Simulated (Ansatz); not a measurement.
Consider CsPbF₃ in the cubic perovskite structure (space group Pm-3m, No. 221).

```yaml
crystal:
  lattice:
    - [4.81420, 0.00000, 0.00000]
    - [0.00000, 4.81420, 0.00000]
    - [0.00000, 0.00000, 4.81420]
  atoms:
    - { symbol: Cs, position: [0.50000, 0.50000, 0.50000] }
    - { symbol: Pb, position: [0.00000, 0.00000, 0.00000] }
    - { symbol: F, position: [0.00000, 0.50000, 0.00000] }
    - { symbol: F, position: [0.50000, 0.00000, 0.00000] }
    - { symbol: F, position: [0.00000, 0.00000, 0.50000] }
```

The values are results of PBEsol/PAW in Ansatz (a program for electronic structure), no spin-orbit coupling, not measurements.

Before the change:

The gap between the host's bands is 2.62 eV and the gap character is direct at R.

One thing is altered: hole doping at 3.0×10^21 cm⁻³ (0.335 per cell), with a uniform compensating background at fixed cell and a 300 K Fermi–Dirac width.

Q: How does this affect the gap between the host's bands and gap character?

A: The gap between the host's bands grows by 0.32 eV to 2.94 eV; the gap character remains direct at R.

Carriers are added with a uniform compensating background; total energy and stress of such cells depend on the potential's zero and are not compared; many-body gap narrowing is missing at this level. With Pb present, leaving out spin-orbit coupling can change the band edges. Stability against distortions was not tested. Many cubic perovskites are stable only at high temperature; tilts and polar distortions were not tested.
